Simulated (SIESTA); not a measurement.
Band structure of MgF₂ (P4_2/mnm, 6 atoms in the cell).

```xyz
6
Lattice="4.7327 0.0000 0.0000 0.0000 4.7327 0.0000 0.0000 0.0000 3.1244" Properties=species:S:1:pos:R:3 pbc="T T T"
Mg     0.0000     0.0000     0.0000
Mg     2.3664     2.3664     1.5622
F      1.4340     1.4340     0.0000
F      3.8004     0.9323     1.5622
F      0.9323     3.8004     1.5622
F      3.2987     3.2987     0.0000
```

Level of theory: SIESTA 5.4.2 with GGA PBE, numerical atomic orbitals DZP, PseudoDojo PBE standard norm-conserving potentials (rewritten from UPF to PSML).

Settings: XC.functional = GGA; XC.authors = PBE; potentials = PseudoDojo PBE standard; PAO.BasisSize = DZP; PAO.EnergyShift = 0.01 Ry; MeshCutoff = 300 Ry; kgrid.MonkhorstPack = 4 4 6; OccupationFunction = FD; ElectronicTemperature = 232.09 K; MaxSCFIterations = 150; SCF.Mixer.Method = Pulay; SCF.Mixer.Weight = 0.2; SCF.Mixer.History = 8; SCF.DM.Tolerance = 1.0E-04.

The starting cell has typed, rounded lattice constants, without a prior relaxation at this level. Its lattice was rescaled by a random factor within 2.5 % of one. Values carry the incompleteness of an atom-centred basis.

Question: Predict the gap along the standard path and the places of the band edges.

Answer: The gap along the path is 6.39 eV, direct at Γ to within 0.01 eV.

Levels in eV from the top of the valence band on the path, bands 21 to 25:
| point | 21 | 22 | 23 | 24 | 25 |
|---|---|---|---|---|---|
| Γ | -0.79 | -0.35 | -0.35 | 0.00 | 6.39 |
| X | -0.99 | -0.99 | -0.35 | -0.35 | 8.83 |
| M | -0.97 | -0.97 | -0.62 | -0.62 | 10.29 |
| Z | -0.82 | -0.82 | -0.69 | -0.69 | 11.18 |
| R | -0.67 | -0.67 | -0.59 | -0.59 | 12.38 |
| A | -0.54 | -0.54 | -0.43 | -0.43 | 12.48 |

Higher empty bands are left out: an atom-centred basis made for the valence describes them poorly.
